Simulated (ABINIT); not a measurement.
# Several settings converged on MoS2 (R3m, 3 atoms in the cell)

```yaml
crystal:
  lattice:
    - [1.60011, 0.92382, 6.51451]
    - [-1.60011, 0.92382, 6.51451]
    - [0.00000, -1.84765, 6.51451]
  atoms:
    - { symbol: Mo, position: [0.00234, 0.00234, 0.00234] }
    - { symbol: S, position: [0.41294, 0.41294, 0.41294] }
    - { symbol: S, position: [0.25330, 0.25330, 0.25330] }
```

Base method: PBE, norm-conserving pseudopotentials (PseudoDojo nc-sr-05 PBE standard) (plane waves; ABINIT).

Base settings: pseudos = [Mo.upf, S.upf]; ecut = 80 Ry; ixc = 11; occopt = 3; tsmear = 0.01 eV; ngkpt = 3 3 3; nshiftk = 1; shiftk = 0 0 0; potentials = PseudoDojo nc-sr-05 PBE standard; nband = 18.

The count of work is k-points × plane waves × bands × iterations; it is no time. 

**The cutoff for other potential files**

Level: DFT, PBE, plane waves, norm-conserving pseudopotentials (PseudoDojo nc-fr-04 PBE standard).

In this ladder: potentials = PseudoDojo nc-fr-04 PBE standard.

The second cell is the first with its lattice scaled by 0.98.

The mesh stays at the base's, so the ladder's end is converged at best in this setting alone.

Only quantities that move along the ladder and can be compared are tabulated; the gap is left out on so coarse a mesh.

| ecut | free energy less the last step's (meV/atom) | energy of the compressed cell less the first (meV/atom) | pressure (GPa) | largest difference of a force vector from the last step's (eV/Å) | count of work / last |
|---|---|---|---|---|---|
| 36 Ry | 1160.83 | 40.78 | -28.96 | 0.054 | 0.11 |
| 44 Ry | 400.00 | 25.94 | -14.53 | 0.004 | 0.14 |
| 56 Ry | 56.85 | 26.86 | -3.81 | 0.002 | 0.21 |
| 68 Ry | 4.41 | 26.63 | -0.95 | 0.001 | 0.28 |
| 80 Ry | 0.56 | 26.64 | -0.57 | 0.000 | 0.36 |
| 120 Ry | 0.20 | 26.63 | -0.56 | 0.000 | 0.65 |
| 160 Ry | 0.00 | 26.62 | -0.56 | 0.000 | 1.0 |

Coarsest ecut that holds the pressure within 0.2 GPa of the last step, with all finer ones: 80 Ry, at 0.36 of the last step's count of work; the step before is off by 0.39 GPa.

Coarsest ecut that holds the energy of the compressed cell less the first within 0.5 meV/atom of the last step, with all finer ones: 56 Ry, at 0.21 of the last step's count of work; the step before is off by 0.68 meV/atom.

Coarsest ecut that holds the forces within 0.02 eV/Å of the last step, with all finer ones: 44 Ry, at 0.14 of the last step's count of work; the step before is off by 0.054 eV/Å.

The energy difference between the two cells stays within 1 meV/atom of the last step's from 44 Ry on, the total only from 80 Ry on: much of the error is common to both cells and cancels.

At the lowest cutoff the pressure lies 28.4 GPa under the last step's, the usual sign of Pulay stress in an incomplete plane-wave basis.

**The setting fft**

The mesh stays at the base's, so the ladder's end is converged at best in this setting alone.

Only quantities that move along the ladder and can be compared are tabulated; the gap is left out on so coarse a mesh.

```tsv
boxcutmin	free energy less the last step's (meV/atom)	pressure (GPa)	largest difference of a force vector from the last step's (eV/Å)
1.2	-3.73	-0.23	0.057
1.5	-0.01	-0.64	0.000
1.8	0.00	-0.64	0.000
2.5	0.00	-0.64	0.000
```

Coarsest boxcutmin that holds the free energy within 2 meV/atom of the last step, with all finer ones: 1.5; the step before is off by 3.7 meV/atom.

Coarsest boxcutmin that holds the forces within 0.01 eV/Å of the last step, with all finer ones: 1.5; the step before is off by 0.057 eV/Å.

Coarsest boxcutmin that holds the pressure within 0.1 GPa of the last step, with all finer ones: 1.5; the step before is off by 0.41 GPa.

On the base run: the starting cell comes from a database of computed structures (which also holds hypothetical and non-ambient phases and stackings), without a prior relaxation at this level. Its lattice was rescaled by up to half a per cent. One atom was moved a little off its site on purpose. In the base run, forces exceed 1 eV/Å.
